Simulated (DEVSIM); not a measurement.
Structure: Schottky contact on n-type β-Ga2O3, at 400 K.

Layer 1 from the left is β-Ga2O3, thickness (μm) 7.70, Nd (cm⁻³) 5.6e15, τn (s) 9.3e-10, τp (s) 9.3e-10. Layer 2 from the left is β-Ga2O3, thickness (μm) 20.0, Nd (cm⁻³) 8.3e17, τn (s) 9.3e-10, τp (s) 9.3e-10.

Left contact: Schottky, work function 5.16 eV, emission velocity 2.6e6 cm/s. Right contact: ohmic. Voltage is applied to the left contact. Recombination: SRH at mid-gap, radiative, Auger. Mobility is μmin + (μ − μmin)/(1 + (N/Nref)^α).

The device is made up for the run: typed textbook-type constants, with dimensions and the other settings drawn at random. Values at 300 K; Nc and Nv go as T^1.5, mobilities as T to minus their exponent, the gap by Varshni's rule with the affinity fixed.

β-Ga2O3: gap (eV) 4.8, affinity (eV) 4, permittivity 10, Nc (cm⁻³) 3.7e18, Nv (cm⁻³) 5e20, μn (cm²/Vs) 160, μp (cm²/Vs) 1, μn,min 20, μp,min 0.1, Nref,n 1e18, Nref,p 1e18, αn 0.8, αp 0.8, T exponent of μn 1.8, T exponent of μp 1.5, B (cm³/s) 1e-12, Cn (cm⁶/s) 1e-31, Cp (cm⁶/s) 1e-31, Varshni α (eV/K) 0.0004, Varshni β (K) 600.

Simulated with DEVSIM: 1D drift-diffusion, Boltzmann statistics, complete ionisation; no tunnelling, impact ionisation, image-force lowering or self-heating. Metal contacts follow the ideal Schottky-Mott rule: no Fermi-level pinning, no interface dipoles.

Task: What does the simulation give for the potential step across the device at zero bias, the dark forward voltage at 1 A/cm²?

Result: potential step across the device at zero bias 1.094 V; dark forward voltage at 1 A/cm² 0.696 V.
